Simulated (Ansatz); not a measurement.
The reference is BN in the zinc blende structure (space group F-43m, No. 216; a = 3.606 Å). Axes: x, y, z lie along the cube axes.

The change: biaxial strain −1.50 %, plane normal [001], relaxed out of plane (Cartesian); in-plane vectors clamped, the third vector and the atoms free.

All numbers come from Ansatz (a program for electronic structure) PBEsol, without spin-orbit coupling.

Q: Give the band edges at the high-symmetry points of the new zone, measured from its valence-band maximum.

A: 
```tsv
point	valence edge (eV)	conduction edge (eV)
Γ	0.00	8.79
X	-5.27	4.12
P	-6.87	9.25
N	-1.91	10.09
M	-4.97	4.51
S	-4.03	7.20
S₀	-4.03	7.20
R	-6.89	9.52
G	-6.89	9.52
```

The gap is 4.12 eV, indirect, Γ → X.

Whether these cells are dynamically stable was not tested. Labels are those of the standard path for the cell's own space group.
